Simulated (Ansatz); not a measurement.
Take CdS in the wurtzite structure (space group P6_3mc, No. 186; a = 4.196 Å, c = 6.830 Å) as the base. Axes: x lies along a and z along c of the hexagonal cell.

The values are results of PBE/PAW in Ansatz (a program for electronic structure), spin-orbit coupling left out, not measurements.

For the base:

```
Quantity                         Result
-----------------------------  --------
Shortest interatomic distance  256.5 pm
```

One thing is altered: compressive biaxial strain of 1.80 % in the plane normal to [001], as in epitaxy on a mismatched substrate; the out-of-plane cell vector and the atoms relax.

Problem. What happens to the out-of-plane strain?

Solution. The out-of-plane strain comes out as +1.56 %.

Problem. How does this affect the shortest interatomic distance?

Solution. The shortest interatomic distance shrinks by 1.9 pm, from 256.5 pm to 254.6 pm.

Stability against distortions was not tested.
